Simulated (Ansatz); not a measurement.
Adsorption energy and surface dipole of F on the 1x1 (110) surface of 3C silicon carbide (cut with top plane C + Si), one in a 2x2 cell, started at the site 'over C at depth 1.5 Å', worked from the runs' numbers; total energies count from the potentials' own zero.

Host crystal: 3C silicon carbide, with a band gap (PBE, scalar-relativistic without spin-orbit coupling).

Calculation: r2SCAN, at the PBE geometry (plane waves to 500 eV, PAW; Ansatz, an electronic-structure program).

Slab: 49 atoms, 7.7 Å thick at the start under the adsorbate (thin: gaps and levels are the slab's own); k 3x3x1, smearing 0.01 eV, dipole-corrected; single point; on the structure that PBE left under its start's symmetry; spin-polarised, ending with about 1.0 μB a cell; orders that need a larger cell were not tried, no spin-orbit, no U, no dispersion correction. The program's check for a lower electronic state was not made. At the end it is bonded to Si. In PBE it is, or lies within 0.03 eV of, the lowest of the starts that converged; the order may differ at this level.

```csv
quantity,value
slab with the adsorbate,-22181.995 eV
"clean slab, same cell and mesh",-21370.631 eV
"reference, ½ F2(g)",-806.853 eV
area of the cell,54.26 Å²
change of the step from the bottom to the top vacuum level,0.304 eV
```

### Question
What is the adsorption energy against this reference?

### Answer
E(slab + adsorbate) − E(slab) − E(reference) = -4.51 eV, so in this state the adsorbate is more stable than in the reference, at a coverage of 1.84 a nm².

### Question
What dipole does adsorption add to the slab along the outward normal (Helmholtz relation, ε₀ = 0.005526 e/(V·Å))?

### Answer
p = −ε₀·A·ΔV = -0.091 e·Å = -0.44 D; its negative end points to the vacuum, which raises the vacuum level.
